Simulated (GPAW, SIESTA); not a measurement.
A GPAW input for a self-consistent single point of BaP2Os2 (I4/mmm, 5 atoms in the cell) (DFT LDA (Perdew-Wang 92), plane waves, GPAW PAW datasets LDA (gpaw-data 1.0.1)):

```python
from ase import Atoms
from ase.units import GPa
from gpaw import GPAW, PW, FermiDirac

atoms = Atoms(['Ba', 'P', 'P', 'Os', 'Os'],
              cell=[[-2.029530, 2.029530, 6.163535],
                    [2.029530, -2.029530, 6.163535],
                    [2.029530, 2.029530, -6.163535]],
              scaled_positions=[[0.000000, 0.000000, 0.000000],
                                [0.657080, 0.657080, 0.000000],
                                [0.342920, 0.342920, 0.000000],
                                [0.250000, 0.750000, 0.500000],
                                [0.750000, 0.250000, 0.500000]],
              pbc=True)

calc = GPAW(mode=PW(600),
            xc='LDA',
            kpts=(7, 7, 7),
            occupations=FermiDirac(0.05),
            nbands=-13,
            convergence={'density': 1e-05},
            symmetry={'symmorphic': False, 'tolerance': 0.0005},
            maxiter=100)

atoms.calc = calc

energy = atoms.get_potential_energy()
print('Energy (eV):', round(energy, 6))
forces = atoms.get_forces()
print('Forces (eV/Ang):')
print(forces.round(5))
stress = atoms.get_stress()
print('Stress (GPa, Voigt):', (stress / GPa).round(4))
```

**Question.** Translate this input to SIESTA.

**Answer.** This is the input that was run; spellings and numerical settings could be chosen otherwise.

```
# files in the folder: Ba.psml P.psml Os.psml (PseudoDojo LDA standard)
SystemName  Ba(POs)2
SystemLabel siesta

NumberOfAtoms                5
NumberOfSpecies              3
%block ChemicalSpeciesLabel
  1 56 Ba
  2 15 P
  3 76 Os
%endblock ChemicalSpeciesLabel
LatticeConstant              6.799055 Ang
%block LatticeVectors
    -0.298501777    0.298501777    0.906528187
     0.298501777   -0.298501777    0.906528187
     0.298501777    0.298501777   -0.906528187
%endblock LatticeVectors
AtomicCoordinatesFormat      Ang
%block AtomicCoordinatesAndAtomicSpecies
     0.000000000    0.000000000    0.000000000  1
    -0.000000000    0.000000000    8.099871156  2
     0.000000000   -0.000000000    4.227198844  2
     2.029530000    0.000000000    3.081767500  3
    -0.000000000    2.029530000    3.081767500  3
%endblock AtomicCoordinatesAndAtomicSpecies

XC.functional                LDA
XC.authors                   PW92
PAO.BasisSize                DZP
PAO.EnergyShift              0.01 Ry
MeshCutoff                   350 Ry
%block kgrid.MonkhorstPack
    7   0   0  0.0
    0   7   0  0.0
    0   0   7  0.0
%endblock kgrid.MonkhorstPack
OccupationFunction           FD
ElectronicTemperature        50.0 meV

MaxSCFIterations             150
SCF.Mixer.Method             Pulay
SCF.Mixer.Weight             0.1
SCF.Mixer.History            8
SCF.DM.Tolerance             1.0E-04
Diag.ParallelOverK           true
WriteForces                  true
```

Basis, cutoffs, solver keys and any potentials are the target program's own. This input uses DFT, LDA PW92, numerical atomic orbitals DZP, PseudoDojo LDA standard norm-conserving potentials (rewritten from UPF to PSML). LDA parametrisations can differ slightly between programs.

The starting cell comes from a database of computed structures (which also holds hypothetical and non-ambient phases and stackings), without a prior relaxation at this level.
